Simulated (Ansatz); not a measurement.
A working Ansatz (an electronic-structure program) input for MoAs (P6_3/mmc, 4 atoms in the cell) (DFT, PBE, plane waves, default PAW files):

Ansatz 0.2 input:
```yaml
crystal:
  lattice:
    - [4.037591, 0.000000, 0.000000]
    - [-2.018796, 3.496657, 0.000000]
    - [0.000000, 0.000000, 5.627414]
  atoms:
    - { symbol: Mo, position: [0.000000, 0.000000, 0.000000] }
    - { symbol: Mo, position: [0.000000, 0.000000, 0.500000] }
    - { symbol: As, position: [0.333333, 0.666667, 0.250000] }
    - { symbol: As, position: [0.666667, 0.333333, 0.750000] }
kpoints:
  mp_grid:
    grid: [9, 9, 6]
hamiltonian:
  xc: pbe
  pseudopotentials:
    kind: paw
scf:
  occupations:
    method: cold
    width: 0.1
output:
  forces: true
  eigenvalues: true
  stress: true
```

The run converged in 7 iterations: free energy E − TS (on the zero of these files) -19623.5273 eV; Fermi level (on the code's own zero) 13.58 eV; pressure -14.08 GPa. Each of these slips is then made, one at a time:

(1)
```diff
+  convergence:
+    dr2_threshold: 1.0e-02 eV
```

(2)
```diff
-kpoints:
-  mp_grid:
-    grid: [9, 9, 6]
```

### Question
How does each altered input end?

### Answer

(1) A convergence threshold that is too loose. The run converged in 2 iterations, and against the sound input the free energy stays essentially unchanged (within 1 meV/atom) and the pressure moves little (-14.08 to -14.04 GPa).

(2) No k-points given. The program stopped before any SCF iteration, with the message: Error: YAML parse error: missing field `kpoints`.

The starting cell was generated: these elements placed on a structure prototype, without a prior relaxation; it need not be a known phase or ordering of this composition. Spin polarisation is off. In the base run, with a pressure of about -14 GPa the cell is away from its equilibrium volume at this level. Ansatz's pressure includes its estimate of the finite-basis (Pulay) stress.

Left out of this page: 2 runs of the series outside the window shown, repeating another row's setting, or not comparable; 1 run of the series stopped by limits of time or memory.
